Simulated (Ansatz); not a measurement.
# InSe under a change: biaxial strain −1.48 %, plane normal [001], relaxed out of plane

Take InSe in the beta-GaS type structure (space group P6_3/mmc, No. 194; a = 4.017 Å, c = 16.933 Å; layered, stacked along the Cartesian z axis) as the base. Axes: x lies along a and z along c of the hexagonal cell.

One thing is altered: biaxial strain −1.48 %, plane normal [001], relaxed out of plane (Cartesian); in-plane vectors clamped, the third vector and the atoms free.

Computed with r2SCAN+rVV10 (Ansatz, a first-principles code), no spin-orbit coupling. Settings: 10×10×2 k-points, 0.05 eV Fermi–Dirac smearing.

The volume per atom falls by 0.58 Å³, from 29.57 Å³ to 28.99 Å³ and the space group stays P6_3/mmc (No. 194). The shortest interatomic distance falls by 0.013 Å (2.643 Å → 2.630 Å) and the pressure (mean of the normal stresses, compression positive) goes from zero to 0.89 GPa. The band gap increases by 0.29 eV to 1.14 eV and the gap character stays direct at Γ. The width of the top valence band shrinks by 0.06 eV (1.76 eV → 1.70 eV) and the electron mass changes from 0.085 mₑ along c, 0.14 mₑ across (at Γ) to 0.100 mₑ out of plane, 0.15 mₑ in plane (at Γ). The valence-band top at Γ (three highest levels, from the VBM) changes from 0.00, -1.16, -1.16 eV to 0.00, -0.93, -0.93 eV and the valley order (the lowest conduction-band minima on the path, energy above the VBM, named in the base's zone) becomes Γ 1.14 eV; M (0, 1/2, 0) 1.60 eV; K (-1/3, -1/3, 0) 1.76 eV (base: Γ 0.85 eV; M (1/2, 0, 0) 1.50 eV; K (1/3, 1/3, 0) 1.74 eV). The out-of-plane strain amounts to +1.01 % and the ratio −ε⊥/ε∥ is 0.68. The mean in-plane stress (compression positive) is +1.3 GPa.

Final structure (turned so that z lies along the plane normal):

```
CELL_PARAMETERS angstrom
      3.95713     0.00000     0.00000
      1.97856     3.42697     0.00000
      0.00000     0.00000    17.10304
ATOMIC_POSITIONS crystal
  In 0.33333 0.33333 0.66866
  In 0.66667 0.66667 0.16866
  In 0.66667 0.66667 0.33134
  In 0.33333 0.33333 0.83134
  Se 0.33333 0.33333 0.09250
  Se 0.66667 0.66667 0.59250
  Se 0.66667 0.66667 0.90750
  Se 0.33333 0.33333 0.40750
```

Cost of the whole job for the changed cell (relaxation, final SCF and bands): roughly 9 core-minutes.

Effective masses come from finite differences of ±0.01 Å⁻¹. No phonon test of stability was made.
